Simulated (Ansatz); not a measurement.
The reference is Zr in the hcp (Mg type) structure (space group P6_3/mmc, No. 194; a = 3.231 Å, c = 5.173 Å). Axes: x lies along a and z along c of the hexagonal cell.

Calculations: Ansatz (a program for electronic structure), PBE, PAW, cutoff 420 eV, scalar-relativistic without spin-orbit coupling.

Base values:

```
Quantity            Value
---------------  --------
Volume per atom  23.39 Å³
Pressure          0.0 GPa
```

The change: biaxial strain +3.09 %, plane normal [001], relaxed out of plane (Cartesian); in-plane vectors clamped, the third vector and the atoms free.

What does the calculation give for the volume per atom and pressure after the change?

The volume per atom increases by 0.89 Å³ to 24.28 Å³; the pressure (mean of the normal stresses, compression positive) goes from zero to -3.0 GPa.

No phonon test of stability was made. The final runs are not spin-polarised.
